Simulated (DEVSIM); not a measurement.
Device: isotype n-n heterojunction InP/In0.53Ga0.47As, at 300 K.

Layer 1 from the left is InP, thickness (μm) 0.100, Nd (cm⁻³) 1.3e17, τn (s) 9.7e-9, τp (s) 9.7e-9. Layer 2 from the left is In0.53Ga0.47As, thickness (μm) 0.670, Nd (cm⁻³) 8.1e16, τn (s) 9.7e-9, τp (s) 9.7e-9.

Left contact: ohmic. Right contact: ohmic. Voltage is applied to the left contact. Recombination: SRH at mid-gap. Mobility is μmin + (μ − μmin)/(1 + (N/Nref)^α).

Constants are typed, rounded textbook-type inputs, not results; the design itself was drawn at random and stands for no fabricated device. Values at 300 K.

InP: gap (eV) 1.344, affinity (eV) 4.38, permittivity 12.5, Nc (cm⁻³) 5.7e17, Nv (cm⁻³) 1.1e19, μn (cm²/Vs) 5200, μp (cm²/Vs) 170, μn,min 400, μp,min 10, Nref,n 3e17, Nref,p 4.9e17, αn 0.47, αp 0.62. In0.53Ga0.47As: gap (eV) 0.74, affinity (eV) 4.51, permittivity 13.9, Nc (cm⁻³) 2.1e17, Nv (cm⁻³) 7.7e18, μn (cm²/Vs) 12000, μp (cm²/Vs) 300, μn,min 300, μp,min 10, Nref,n 1.3e17, Nref,p 4.9e17, αn 0.48, αp 0.4.

Simulated with DEVSIM: 1D drift-diffusion, Boltzmann statistics, complete ionisation; no tunnelling, impact ionisation, image-force lowering or self-heating. Band offsets follow the typed affinities; no thermionic-emission limit at abrupt steps, no polarisation charge.

Problem. What does the simulation give for the potential step across the device at zero bias?

Solution. potential step across the device at zero bias 0.116 V.
